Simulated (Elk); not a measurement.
## Worked example: self-consistent single point of SrGe₂Rh₂ (I4/mmm, 5 atoms in the cell) in Elk

Level of theory: PBEsol, all-electron FP-LAPW, Elk's shipped species files, APW+lo basis with extra local orbitals run with Elk.

This input was run:

```
tasks
  0

xctype
  22

tforce
  .true.

rgkmax
  8.0

gmaxvr
  18.0

lmaxapw
  10

lmaxo
  8

nxlo
  2

lorbcnd
  .true.

lradstp
  2

nrmtscf
  2.0

rmtscf
  0.87

lmaxi
  4

stype
  0

swidth
  0.00183747

scale
  1.889726125

avec
   -2.0991850000    2.0991850000    5.4202050000
    2.0991850000   -2.0991850000    5.4202050000
    2.0991850000    2.0991850000   -5.4202050000

atoms
  3   : nspecies
  'Sr.in'   : spfname
  1   : natoms; atposl, bfcmt below
  0.0000000000  0.0000000000  0.0000000000    0.0 0.0 0.0
  'Ge.in'   : spfname
  2   : natoms; atposl, bfcmt below
  0.6336700000  0.6336700000  0.0000000000    0.0 0.0 0.0
  0.3663300000  0.3663300000  0.0000000000    0.0 0.0 0.0
  'Rh.in'   : spfname
  2   : natoms; atposl, bfcmt below
  0.2500000000  0.7500000000  0.5000000000    0.0 0.0 0.0
  0.7500000000  0.2500000000  0.5000000000    0.0 0.0 0.0

ngridk
  7 7 7
```

Output, abridged:

```
│ Elk code version 10.2.4 │

All units are atomic (Hartree, Bohr, etc.)

│ Ground-state run starting from atomic densities │

Lattice vectors :
  -3.966884736       3.966884736       10.24270299
   3.966884736      -3.966884736       10.24270299
   3.966884736       3.966884736      -10.24270299

Unit cell volume      :    644.7238468
Brillouin zone volume :   0.3847386981

Muffin-tin inner radius fraction :   0.1000000000E-01

Nuclei treated as point charges

Species :    1 (Sr)
 parameters loaded from : Sr.in
 name : strontium
 nuclear charge    :   -38.00000000
 electronic charge :    38.00000000
 atomic mass :    159721.4890
 muffin-tin radius :    2.262000000
 number of radial points in muffin-tin :   1199
 atomic positions (lattice), magnetic fields (Cartesian) :
   1 :   0.00000000  0.00000000  0.00000000    0.00000000  0.00000000  0.00000000

Species :    2 (Ge)
 parameters loaded from : Ge.in
 name : germanium
 nuclear charge    :   -32.00000000
 electronic charge :    32.00000000
 atomic mass :    132414.6195
 muffin-tin radius :    2.088000000
 number of radial points in muffin-tin :    999
 atomic positions (lattice), magnetic fields (Cartesian) :
   1 :  -0.36633000 -0.36633000  0.00000000    0.00000000  0.00000000  0.00000000
   2 :   0.36633000  0.36633000  0.00000000    0.00000000  0.00000000  0.00000000

Species :    3 (Rh)
 parameters loaded from : Rh.in
 name : rhodium
 nuclear charge    :   -45.00000000
 electronic charge :    45.00000000
 atomic mass :    187585.2510
 muffin-tin radius :    2.262000000
 number of radial points in muffin-tin :   1199
 atomic positions (lattice), magnetic fields (Cartesian) :
   1 :   0.25000000 -0.25000000  0.50000000    0.00000000  0.00000000  0.00000000
   2 :  -0.25000000  0.25000000  0.50000000    0.00000000  0.00000000  0.00000000

Total number of atoms per unit cell :    5

Spin treatment :
 spin-unpolarised

   [... lines left out ...]
Maximum |G| for potential and density :    18.00000000
 potential will be trimmed for |G| > 2 gkmax
Constant for pseudocharge density :   10
Radial integration step length :    2

G-vector grid sizes :     70    70    70
Number of G-vectors :    63535

Maximum angular momentum used for
 APW functions                      :   10
 outer part of muffin-tin           :    8
 inner part of muffin-tin           :    4

Total nuclear charge    :   -192.0000000
Total core charge       :    120.0000000
Total valence charge    :    72.00000000
Total excess charge     :    0.000000000
Total electronic charge :    192.0000000

Effective Wigner radius, rₛ :   0.9289549046

Number of empty states         :   20
Total number of valence states :   56
Total number of core states    :  120

Conduction state local-orbitals added automatically
Total number of local-orbitals :  555

Exchange-correlation functional :     22     0     0
 PBEsol, Phys. Rev. Lett. 100, 136406 (2008)
 gradient requirement :    1
 generalised gradient approximation (GGA)

Smearing type :    0
 Gaussian
Smearing width :   0.1837470000E-02
Effective electronic temperature (K) :    580.2271348

Mixing type :    3
 Broyden mixing, J. Phys. A: Math. Gen. 17, L317 (1984)

Kohn-Sham potential initialised from atomic data
│ Self-consistent loop started │
│ Loop number : 1 │
 total energy                :     -16933.8703083
│ Loop number : 2 │
 total energy                :     -16934.9045371
RMS change in Kohn-Sham potential (target) :   0.1372153026     (  0.1000000000E-05)
Absolute change in total energy (target)   :    1.034228767     (  0.1000000000E-03)
│ Loop number : 3 │
 total energy                :     -16935.6175632
RMS change in Kohn-Sham potential (target) :   0.1308684008     (  0.1000000000E-05)
Absolute change in total energy (target)   :   0.9715833062     (  0.1000000000E-03)
│ Loop number : 4 │
 total energy                :     -16936.4276294
RMS change in Kohn-Sham potential (target) :   0.1141401357     (  0.1000000000E-05)
Absolute change in total energy (target)   :    1.052962066     (  0.1000000000E-03)
│ Loop number : 5 │
 total energy                :     -16937.8639207
RMS change in Kohn-Sham potential (target) :   0.6028145273E-01 (  0.1000000000E-05)
Absolute change in total energy (target)   :    1.699531792     (  0.1000000000E-03)
   [... lines left out ...]
Absolute change in total energy (target)   :   0.1256698592E-01 (  0.1000000000E-03)
│ Loop number : 12 │
 total energy                :     -16939.1062720
RMS change in Kohn-Sham potential (target) :   0.3316326656E-05 (  0.1000000000E-05)
Absolute change in total energy (target)   :   0.1953167353E-02 (  0.1000000000E-03)
│ Loop number : 13 │
 total energy                :     -16939.1067562
RMS change in Kohn-Sham potential (target) :   0.3247285593E-05 (  0.1000000000E-05)
Absolute change in total energy (target)   :   0.4145138519E-05 (  0.1000000000E-03)
│ Loop number : 14 │
 total energy                :     -16939.1061843
RMS change in Kohn-Sham potential (target) :   0.9034137079E-06 (  0.1000000000E-05)
Absolute change in total energy (target)   :   0.5729540062E-03 (  0.1000000000E-03)
│ Loop number : 15 │
 total energy                :     -16939.1062639
RMS change in Kohn-Sham potential (target) :   0.6584978807E-07 (  0.1000000000E-05)
Absolute change in total energy (target)   :   0.6364731962E-04 (  0.1000000000E-03)
Convergence targets achieved

│ Loop number : 16 │

Energies :
 Fermi                       :     0.344248701473
 sum of eigenvalues          :     -9981.61122378
 electron kinetic            :      17525.9783230
 core electron kinetic       :      16862.1451231
 Coulomb                     :     -33932.0094882
 Coulomb potential           :     -26807.6107027
 nuclear-nuclear             :     -1700.83881397
 electron-nuclear            :     -37654.7306457
 Hartree                     :      5423.55997148
 Madelung                    :     -20528.2041368
 xc potential                :     -699.978844073
 exchange                    :     -521.925351015
 correlation                 :     -11.1497582872
 total energy                :     -16939.1062745

Density of states at Fermi energy :    56.00601199
 (states/Hartree/unit cell)

Estimated indirect band gap :   0.1746779883E-02
 from k-point     18 to k-point     30
Estimated direct band gap   :   0.1169610389E-01
 at k-point     24

Charges :
 core                        :    120.0000000
 valence                     :    72.00000000
 interstitial                :    10.72592847
 muffin-tins (core leakage)
  species :    1 (Sr)
   atom    1                 :    35.42215107     (  0.2265792891E-03)
  species :    2 (Ge)
   atom    1                 :    29.81566949     (  0.1977078623E-02)
   atom    2                 :    29.81566949     (  0.1977078623E-02)
  species :    3 (Rh)
   atom    1                 :    43.11029074     (  0.2716168552E-06)
   atom    2                 :    43.11029074     (  0.2716168552E-06)
 total in muffin-tins        :    181.2740715
 total calculated charge     :    191.9957159
 total charge                :    192.0000000
 error                       :   0.4284101437E-02

│ Self-consistent loop stopped │

Forces :
 species :    1 (Sr)
  atom :    1
   Hellmann-Feynman          :     0.00000000    0.00000000    0.00000000
   IBS                       :     0.00000000    0.00000000    0.00000000
   total force               :     0.00000000    0.00000000    0.00000000
   total magnitude           :     0.00000000
 species :    2 (Ge)
  atom :    1
   Hellmann-Feynman          :     0.00000000    0.00000000    0.19470747
   IBS                       :     0.00000000    0.00000000   -0.19675583
   total force               :     0.00000000    0.00000000   -0.00204836
   total magnitude           :     0.00204836
  atom :    2
   Hellmann-Feynman          :     0.00000000   -0.00000000   -0.19470747
   IBS                       :    -0.00000000    0.00000000    0.19675583
   total force               :     0.00000000    0.00000000    0.00204836
   total magnitude           :     0.00204836
 species :    3 (Rh)
  atom :    1
   Hellmann-Feynman          :     0.00000000   -0.00000000    0.00000000
   IBS                       :    -0.00000000    0.00000000   -0.00000000
   total force               :     0.00000000    0.00000000    0.00000000
   total magnitude           :     0.00000000
  atom :    2
   Hellmann-Feynman          :    -0.00000000   -0.00000000   -0.00000000
   IBS                       :     0.00000000    0.00000000    0.00000000
   total force               :     0.00000000    0.00000000    0.00000000
   total magnitude           :     0.00000000
```

The run converged in 16 iterations. The count includes the last loop, which Elk runs after its targets are met.

The starting cell comes from a database of computed structures (which also holds hypothetical and non-ambient phases and stackings), without a prior relaxation at this level. Spin polarisation is off. Values depend on the basis (sphere radii, cutoffs, local orbitals), which need not be converged. The log's line on a gap gives a spacing of levels on this mesh, which the program prints for metals too.

Cost on one core of a shared machine: roughly 5 min.
